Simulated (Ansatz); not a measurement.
Consider the following.

```
InAs
1.0
    0.00000     3.05903     3.05903
    3.05903     0.00000     3.05903
    3.05903     3.05903     0.00000
In As
1 1
Direct
  0.00000   0.00000   0.00000
  0.25000   0.25000   0.25000
```

These are PBE with spin-orbit coupling, rigid bands (plane waves, PAW; Ansatz, a first-principles code) values and carry that method's errors. Condition of this run: hydrostatic pressure of -0.8 GPa (compression positive) (the target of the relaxation). How the cell was made: cell and atoms relaxed with PBEsol, then loaded as said.

### Question
Is this a good metal at this level?

### Answer
No. No gap shows, but r2SCAN opens one on the same cell, so the missing gap may be the functional's error (that test had no spin-orbit coupling). N(E_F) = 0.0044 states/eV a cell at 300 K and the Drude plasma energy along the best axis is 0.172 eV, several times under that of a simple or noble metal.
